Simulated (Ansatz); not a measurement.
# How far PBE and r2SCAN part for BaTiO3, pressure 18 GPa

Start from BaTiO$_{3}$ (space group P4mm, No. 99; a = 3.985 Å, c = 4.204 Å).

(Cell as relaxed with PBE.)

Levels (all Ansatz, a program for electronic structure, PAW, earlier PAW set): PBE (420 eV, no SOC); r2SCAN (500 eV, no SOC).

Each level relaxes its own structure.

```csv
base,PBE,r2SCAN
volume per atom,13.35 Å³,12.98 Å³
lattice parameter a,3.985 Å,3.973 Å
band gap,1.85 eV,2.23 eV
```

One thing is altered: a hydrostatic pressure of 18 GPa.

```csv
quantity,PBE,r2SCAN
band gap,1.98 eV,2.38 eV
volume per atom,11.87 Å³,11.73 Å³
shift of the gap caused by the change,+0.13 eV,+0.14 eV
```

PBE's band gap lies 0.40 eV below r2SCAN's; PBE's volume per atom lies 0.135 Å³ above r2SCAN's (1.1 %). Neither level is exact; r2SCAN is the comparison here, not a measurement.

Load acts through the strain it causes; cell and atoms are relaxed under it. Stability against distortions was not tested. Competing high-pressure phases were not computed. All final runs are without spin polarisation. Along this pressure series the structure jumps between pressure 9 GPa and pressure 18 GPa; cells beyond that are another form of it.
